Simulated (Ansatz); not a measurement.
## Input and output of a self-consistent single point for Ca3BiP (P4mm, 5 atoms in the cell) (Ansatz)

Method: PBEsol, default PAW files made with PBE (plane waves; Ansatz, an electronic-structure program).

Input as run:

Ansatz 0.2 input:
```yaml
# Ca3BiP
crystal:
  lattice:
    - [5.40121800, 0.00000000, 0.00000000]
    - [0.00000000, 5.40121800, 0.00000000]
    - [0.00000000, 0.00000000, 5.40121800]
  atoms:
    - { symbol: Ca, position: [0.00925700, 0.50000000, 0.50000000] }
    - { symbol: Ca, position: [0.50000000, 0.00000000, 0.50000000] }
    - { symbol: Ca, position: [0.50000000, 0.50000000, 0.00000000] }
    - { symbol: Bi, position: [0.00000000, 0.00000000, 0.00000000] }
    - { symbol: P, position: [0.50000000, 0.50000000, 0.50000000] }
basis:
  ecutwfc: 30.9 Ry
kpoints:
  mp_grid: { grid: [5, 5, 5] }
hamiltonian:
  xc: pbesol
  pseudopotentials: { kind: paw }
scf:
  occupations: { method: fermi_dirac, width: 0.0073 Ry }
output:
  forces: true
  eigenvalues: true
  stress: true
```

Output (repeated stretches shortened):

```
WARN ansatz: RAYON_NUM_THREADS=1 ignored (pool sized by the plan → 1); use --threads N
Pseudopotentials: kind: paw
Pseudopotential: Ca, paw, valence charge 10
Pseudopotential: Bi, paw, valence charge 15
Pseudopotential: P, paw, valence charge 5
Crystal: 5 atoms, lattice volume = 157.571 Å³
Basis set: ecut = 420.4159175005146 eV, 3071 PW (Γ), exchange–correlation on 80×80×80 points (8 copies of the dense FFT grid, shifted against one another)
Bands: 30, of which v1, the nominal top of the filled ones, is band 25 counted from 1 (24 counted from 0)
Symmetry: 8 space group operations
Space group: P4mm (ITA 99), of the structure as read, at distance tolerance 5.4e-5 Å
k-points: 18 of 125 (time reversal used)
PAW frozen core: Ca, regenerated for the run's functional, and the local potential with it
PAW frozen core: Bi, regenerated for the run's functional, and the local potential with it
PAW frozen core: P, regenerated for the run's functional, and the local potential with it
Initial density: superposition of atomic densities (neutral atoms: chi_scale 0, normalization atom), corrected by the library's trained network
Initial wavefunctions: pseudopotential atomic-orbital guess
Eigensolver: davidson
Functional: x = pbesol(κ = 0.804, μ = 0.12345679012345678), c = pbesol(β = 0.046)
SCF iter   1: F=—  HF=-18368.193299 eV  |F-HF|=—  |Δ(HF+E_count)|=         —  Δρ=3.14e-3  dr2=3.62e-2  ethr=1.77e-3  ⟨swp⟩=11.5  Hψ=2966  notcnv=0
all-band conjugate gradients solve this SCF's bands
preconditioner: auto → Resta (q_TF=auto, 2.253 Å⁻¹)
SCF iter   2: F=—  HF=-18368.185431 eV  |F-HF|=—  |Δ(HF+E_count)|=   7.87e-3  Δρ=1.47e-3  dr2=7.51e-3  ethr=7.23e-5  ⟨swp⟩=2.0  Hψ=846  notcnv=0
SCF iter   3: F=—  HF=-18368.183571 eV  |F-HF|=—  |Δ(HF+E_count)|=   1.86e-3  Δρ=3.90e-4  dr2=2.94e-4  ethr=1.50e-5  ⟨swp⟩=2.2  Hψ=737  notcnv=0
SCF iter   4: F=—  HF=-18368.183583 eV  |F-HF|=—  |Δ(HF+E_count)|=   1.24e-5  Δρ=1.07e-4  dr2=3.83e-5  ethr=5.89e-7  ⟨swp⟩=2.9  Hψ=1059  notcnv=0
SCF iter   5: F=—  HF=-18368.183598 eV  |F-HF|=—  |Δ(HF+E_count)|=   1.49e-5  Δρ=2.52e-5  dr2=7.30e-7  ethr=7.65e-8  ⟨swp⟩=2.5  Hψ=820  notcnv=0
SCF iter   6: F=-18368.183598 eV  HF=-18368.183598 eV  |F-HF|=2.79e-8  |Δ(HF+E_count)|=   3.83e-7  Δρ=5.94e-6  dr2=4.56e-8  ethr=2.00e-10  ⟨swp⟩=10.7  Hψ=2944  notcnv=0
SCF 1 converged in 6 iterations: F = -18368.183598 eV  dr2 = 4.56e-8
SCF converged after 6 iterations
Free energy (F): -18368.183598 eV
Harris-Foulkes:  -18368.183598 eV  (|F-HF|=2.79e-8)
Internal energy: -18368.178876 eV  (E = F + TS)
E sigma→0 (E₀):  -18368.181237 eV
Entropy (-TS):   -0.004723 eV (-0.945 meV/atom)
Fermi energy:    6.942947 eV
--- Per-component energies (eV) ---
  E_band       = -584.032765
  E_kinetic    = 1206.865220
  E_local      = -4081.969138  (includes V_loc(G=0)·N_el)
  E_nonlocal   = 788.889183
  E_hartree    = 1353.704961
  E_xc         = -617.622489
  E_vxc        = -714.458434  (∫ρ·V_xc dr)
  E_paw        = -13575.225640  (= ΣΔE_a)
  E_vpaw       = -490.768462  (= ΣTr[D̂ρ^β])
  E_aug_tail   = -0.000483  (compensation charges beyond the density's cutoff)
  E_ewald      = -3443.312722
  E_core_change = 0.492231  (= ΣΔE_core)
  E_smearing   = -0.004723  (= −TS)
  E_closure    = -0.000000  (closes the sum)
  Σ components = -18368.183598   (vs F -18368.183598, Δ=0.00e0)
--- Forces (eV/Å), atoms counted from 1 ---
  atom   1  Ca    -0.46190934     0.00000000     0.00000000
  atom   2  Ca     0.04803089    -0.00000000     0.00000000
  atom   3  Ca     0.04803089    -0.00000000     0.00000000
  atom   4  Bi     0.01933364     0.00000000     0.00000000
  atom   5  P      0.34652257    -0.00000000     0.00000000
  max |Σ_I F_I| component: 8.65e-6 eV/Å
--- Stress (GPa, compression-positive) ---
       -0.936827      -0.000000       0.000000
       -0.000000      -1.019449       0.000000
        0.000000       0.000000      -1.019449
  P = ⅓ Tr σ = -0.9919 GPa (-9.919 kbar)
  The stress holds the Pulay correction. Without it, at fixed plane waves, as pw.x and ABINIT print it: P = -1.0006 GPa
--- Band table (eV; the first three rows and the last of 18) ---
  k-point 0: bands = ["-34.2476", "-34.2275", "-34.2230", "-15.4279", "-15.4268", "-15.4268", "-15.3673", "-15.3642", "-15.3642", "-15.2643", "-15.2643", "-15.2623", "-14.9310", "-14.9310", "-14.9309", "-14.9283", "-14.9283", "-3.3620", "-2.7770", [...]
  k-point 1: bands = ["-34.2457", "-34.2290", "-34.2234", "-15.4217", "-15.4201", "-15.4175", "-15.3707", "-15.3676", "-15.3653", "-15.2807", "-15.2691", "-15.2660", "-14.9310", "-14.9293", "-14.9292", "-14.9279", "-14.9270", "-3.2544", "-2.7658", [...]
  k-point 2: bands = ["-34.2411", "-34.2332", "-34.2237", "-15.4094", "-15.4061", "-15.3960", "-15.3775", "-15.3759", "-15.3671", "-15.3125", "-15.2774", "-15.2742", "-14.9309", "-14.9272", "-14.9266", "-14.9265", "-14.9250", "-3.0317", "-2.7875", [...]
  k-point 17: bands = ["-34.2354", "-34.2339", "-34.2283", "-15.4695", "-15.4288", "-15.4263", "-15.4257", "-15.3319", "-15.3291", "-15.3268", "-15.2381", "-15.2350", "-14.9305", "-14.9304", "-14.9304", "-14.9263", "-14.9262", "-2.8871", "-2.2845", [...]
```

The run converged in 6 iterations.

The starting cell comes from a database of computed structures (which also holds hypothetical and non-ambient phases and stackings), without a prior relaxation at this level. Its lattice was rescaled by up to half a per cent. One atom was moved a little off its site on purpose. Spin-orbit coupling is off. Ansatz's pressure includes its estimate of the finite-basis (Pulay) stress. A gap is left out here, as mesh or smearing make it unsure.
